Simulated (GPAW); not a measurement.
Worked example: self-consistent single point of GaGePt6 (I-42m, 8 atoms in the cell) in GPAW.

Level of theory: PBEsol, GPAW PAW datasets PBEsol (made by gpaw-setup) (plane waves; GPAW 25.7.0).

```
CELL_PARAMETERS angstrom
     -2.76055     2.76055     3.97615
      2.76055    -2.76055     3.97615
      2.76055     2.76055    -3.97615
ATOMIC_POSITIONS crystal
  Ga 0.00000 0.00000 0.00000
  Ge 0.50000 0.50000 0.00000
  Pt 0.94343 0.94343 0.39588
  Pt 0.05657 0.45245 0.00000
  Pt 0.54755 0.54755 0.60412
  Pt 0.45245 0.05657 0.00000
  Pt 0.50000 0.00000 0.50000
  Pt 0.00000 0.50000 0.50000
```

Reference input (self-consistent single point, DFT PBEsol, plane waves, GPAW PAW datasets PBEsol (made by gpaw-setup)): mode = pw; ecut = 600 eV; xc = PBEsol; kpts = 5 5 5; mesh shift (steps) = 0 0 0; occupations.name = methfessel-paxton; occupations.width = 0.2 eV; occupations.order = 0; nbands = -14; convergence.forces = 0.001 eV/Å; symmetry.symmorphic = false; symmetry.tolerance = 0.0005. This run's input differs from it in these lines:

```diff
@@ -20,3 +20,3 @@
             xc='PBEsol',
-            kpts=(5, 5, 5),
+            kpts=(7, 7, 7),
             occupations={'name': 'methfessel-paxton', 'width': 0.2, 'order': 0},
```

Log, with long lists cut:

```
     iter     time        total  log10-change:
                         energy   eigst   dens  force
iter:   1 --:--:--   -58.056811
iter:   2 --:--:--   -57.615283   -1.24  -1.37
iter:   3 --:--:--   -55.776439   -1.01  -1.39
iter:   4 --:--:--   -55.830742   -1.72  -1.85
iter:   5 --:--:--   -55.431226   -2.32  -1.63
iter:   6 --:--:--   -55.441235   -2.07  -2.05
iter:   7 --:--:--   -55.357307   -2.89  -2.20
iter:   8 --:--:--   -55.377833   -3.65  -2.85
iter:   9 --:--:--   -55.356538c  -3.31  -2.49
iter:  10 --:--:--   -55.357082c  -4.60  -3.18
iter:  11 --:--:--   -55.357067c  -5.33  -3.30
iter:  12 --:--:--   -55.356858c  -4.80  -3.35
iter:  13 --:--:--   -55.356841c  -5.95  -3.59
iter:  14 --:--:--   -55.356801c  -6.24  -3.67
iter:  15 --:--:--   -55.356770c  -5.67  -3.80
iter:  16 --:--:--   -55.356775c  -6.81  -4.20c
iter:  17 --:--:--   -55.356779c  -7.58c -4.23c
iter:  18 --:--:--   -55.356778c  -7.17  -4.30c
iter:  19 --:--:--   -55.356776c  -7.77c -4.50c -2.45
iter:  20 --:--:--   -55.356773c  -7.87c -4.58c -2.53
iter:  21 --:--:--   -55.356773c  -8.12c -4.74c -3.02c
Converged after 21 iterations.

Dipole moment: (-0.000000, 0.000000, -0.000000) |e|*Ang

Energy contributions relative to reference atoms: (reference = -3111313.741339)

Kinetic:        -23.906225
Potential:      +17.130894
External:        +0.000000
XC:             -45.119530
Entropy (-ST):   -0.087609
Local:           -3.418108
SIC:             +0.000000
--------------------------
Free energy:    -55.400577
Extrapolated:   -55.356773

Showing only first 2 kpts
 Kpt  Band  Eigenvalues  Occupancy
  0    49     10.67711    1.99985
  0    50     11.16653    1.26225
  0    51     11.57963    0.00970
  0    52     11.57963    0.00970

  1    49     10.51345    2.00000
  1    50     11.00895    1.85267
  1    51     11.64327    0.00240
  1    52     11.68528    0.00086

Fermi level: 11.21388

No gap
   [... lines left out ...]
  2 Pt    0.09285    0.09285    0.01265
  3 Pt    0.09285   -0.09285   -0.01265
  4 Pt   -0.09285   -0.09285    0.01265
  5 Pt   -0.09285    0.09285   -0.01265
  6 Pt    0.00000    0.00000    0.00000
  7 Pt   -0.00000    0.00000   -0.00000

Stress tensor:
     0.025120     0.000000    -0.000000
     0.000000     0.025120     0.000000
    -0.000000     0.000000     0.017540
Stress (GPa, Voigt): [ 4.0246  4.0246  2.8101  0.     -0.      0.    ]
```

The run converged in 21 iterations. GPAW prints stress with tension positive. Against the reference run the free energy is nearly the same (within 1 meV/atom), the pressure moves little (-3.63 to -3.62 GPa) and the largest force goes from 0.152 to 0.132 eV/Å.

The starting cell comes from a database of computed structures (which also holds hypothetical and non-ambient phases and stackings), without a prior relaxation at this level. Spin polarisation is off. With a pressure of about -4 GPa the cell is away from its equilibrium volume at this level.

Cost on one core of a shared machine: roughly 3 min.
